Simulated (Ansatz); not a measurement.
A periodic model of amorphous Si₃₀N₄₄Hf₃:

```xyz
77
Lattice="9.6898 0.2802 0.0741 0.2802 9.4149 -0.1154 0.0741 -0.1154 9.5480" Properties=species:S:1:pos:R:3 pbc="T T T"
Si     6.1057     3.1933     4.7535
Si     1.0362     6.3505     8.9775
Si     3.3406     2.4943     3.3994
Si     4.6333     6.5030     2.8158
Si     8.6843     6.8270     1.6432
Si     3.2443     8.0494     7.8216
Si     9.6220     7.9026     4.3748
Si     6.8326     4.3896     2.0188
Si     1.1217     0.6165     0.6050
Si     9.7270     4.4654     7.0697
Si     5.5018     8.0903     5.2354
Si     1.8088     7.6835     2.1624
Si     7.0434     8.3359     2.6490
Si     4.6647     5.4029     5.7214
Si     4.2031     8.5498     0.6698
Si     6.1255     6.8034     7.8046
Si     0.6323     8.7264     6.9190
Si     8.2516     1.7906     1.9893
Si     0.8425     0.9515     3.6028
Si     5.4090     1.6672     2.1196
Si     2.8256     4.6185     7.8360
Si     8.1445     4.8494     8.9835
Si     8.6557     3.6173     4.3814
Si     2.9407     0.7350     5.9508
Si     7.7628     2.0952     7.2905
Si     1.9758     1.9876     7.8521
Si     7.7091     0.7809     4.5970
Si     7.9647     8.5882     6.6175
Si     5.0258     5.3204     9.4694
Si     4.9835     2.7543     7.5274
N      5.0366     2.1956     3.8680
N      3.8484     2.3176     1.7339
N      8.5188     3.5052     7.8728
N      1.5617     7.5443     7.8039
N      5.8284     6.6253     6.1288
N      6.5339     5.3711     8.6277
N      0.5879     7.0005     1.0403
N      4.6193     7.1143     8.7789
N      1.5702     2.0681     9.5314
N      8.2183     5.1207     1.2060
N      9.3846     7.7725     6.0746
N      5.3586     3.8383     6.1330
N      4.0082     8.6116     6.1235
N      3.5054     7.4289     1.8476
N      5.2478     0.1685     1.1608
N      2.3333     5.2987     9.3189
N      1.4382     7.0214     3.7288
N      9.6615     4.5906     5.3374
N      8.4115     7.3496     3.2977
N      6.2854     1.7932     8.0252
N      1.4646     0.6062     6.8779
N      6.7868     2.6988     1.4974
N      4.2357     3.9067     8.6883
N      5.6173     7.7889     3.5093
N      1.3499     0.0331     2.2253
N      2.3919     1.3498     4.3863
N      9.4328     5.7622     8.2704
N      7.1781     8.0532     7.9620
N      1.6078     3.5450     7.2403
N      3.5838     1.8378     7.1310
N      2.2325     3.8246     3.1257
N      7.1401     0.6800     2.9660
N      9.3645     2.5306     3.1652
N      5.3261     5.3325     1.6331
N      3.1436     5.5755     6.4882
N      8.5537     0.5186     7.4761
N      6.9402     9.1279     5.3671
N      8.9800     0.9558     0.6819
N      7.1216     4.2287     3.7454
N      2.9547     9.0372     9.2893
N      4.1016     5.6099     4.1366
N      9.3762     0.2632     4.5264
N      7.6372     2.3633     5.4103
N      7.4390     7.8512     1.0540
Hf     2.0024     5.2239     4.5957
Hf     7.4276     9.4835     9.3711
Hf     2.5277     3.6593     1.0372
```

Calculation: PBE, scalar-relativistic without spin-orbit coupling (plane waves to 420 eV, PAW; Ansatz, an electronic-structure program).

A CHGNet melt-quench gave the starting glass, which DFT then relaxed. N atoms were pushed apart under 1.9 Å during the dynamics, to hinder bonds among them. The hot cell started wider than the set density and was brought back towards it in steps. It is the lowest in DFT energy of 2 quenches. It is a model cell: composition and starting density were chosen by hand, and all elements were melted together. No dispersion term was used. Its density started from a set value of 3.81 and ended at 3.81 g/cm³. Cooling (nominally 450 K/ps over its main leg) ran many orders faster than in experiment, which tends to leave more defects and strain. A cell of this size samples the disorder only roughly. The volume was held where the preparation left it and the shape relaxed, at a PBE pressure of 0.8 GPa. Stress components on the final sampling reach 0.9 GPa.

Bonds are counted up to Si-Si 2.60 Å, Si-N 2.26 Å, Si-Hf 2.89 Å, N-N 1.70 Å, N-Hf 2.71 Å, Hf-Hf 3.34 Å. Two cations that share two anions don't count as bonded, nor two that share one unless they lie closer than Si-Si 2.38 Å, Si-Hf 2.81 Å, Hf-Hf 3.25 Å.

Task: Give the coordination numbers, mean bond lengths and angles.

Result: 
The mean coordination of Si by anions comes out as 4.03 (29 with 4, 1 with 5), the mean coordination of N is 3.11 (39 with 3, 5 with 4) and the mean coordination of Hf by anions is 5.33 (2 with 5, 1 with 6). The mean Si-N bond comes out as 1.767 Å (spread 0.069 Å, 121 counted). The mean N-Hf bond is 2.203 Å (spread 0.157 Å, 16 counted). The bond angle at Si is mean 109.1°, spread 12.5° and the bond angle at N comes out as mean 115.0°, spread 15.6°. The bond angle at Hf is mean 104.1°, spread 27.4°.

Task: Which atoms depart from the most common coordination of their element?

Result: Si20 has 5 (N32 1.73 Å, N45 1.79 Å, N52 1.83 Å, N31 1.86 Å, N62 2.17 Å); N38 has 4 (Si16 1.82 Å, Si6 1.92 Å, Si29 1.96 Å, Si15 1.98 Å); N53 has 4 (Si21 1.79 Å, Si29 1.80 Å, Si30 1.80 Å, Hf77 2.53 Å); N62 has 4 (Si27 1.73 Å, Si13 1.81 Å, Si18 1.85 Å, Si20 2.17 Å); N66 has 4 (Si28 1.77 Å, Si25 1.77 Å, Si17 1.79 Å, Hf76 2.49 Å); N73 has 4 (Si27 1.78 Å, Si1 1.86 Å, Si25 1.90 Å, Si23 1.92 Å); Hf76 has 6 (N58 2.02 Å, N74 2.14 Å, N68 2.19 Å, N45 2.20 Å, N50 2.42 Å, N66 2.49 Å).

Task: List the pairs of like atoms that count as bonded by the rules above.

Result: There are none by these rules.
